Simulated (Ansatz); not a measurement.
The starting structures come from a database of crystals and need not be the phases stable at ambient conditions.

By PBEsol, the system below comes out a metal.

The ballistic (Sharvin) conductance counts the channels at the Fermi level: G/A = (e²/h) × channels of both spins per area.

Given:

```
CELL_PARAMETERS angstrom
      2.91113     0.00000     0.00000
     -1.45556     2.52111     0.00000
      0.00000     0.00000     9.46371
ATOMIC_POSITIONS crystal
  Ag 0.00000 0.00000 0.00000
  Ag 0.00000 0.00000 0.50000
  Ag 0.33333 0.66667 0.25000
  Ag 0.66667 0.33333 0.75000
```

The cell is taken as given; by PBEsol it stands under a pressure of -4.3 GPa.

The current flows along the normal of the first two printed cell vectors, the (001) plane of the conventional cell. No spin-orbit coupling; the value is a mean over 0.1 eV about the Fermi level.

### Question
Compute, with PBEsol (Ansatz, a first-principles code), the ballistic conductance per area.

### Answer
0.86 × 10¹⁵ S/m² for both spins.
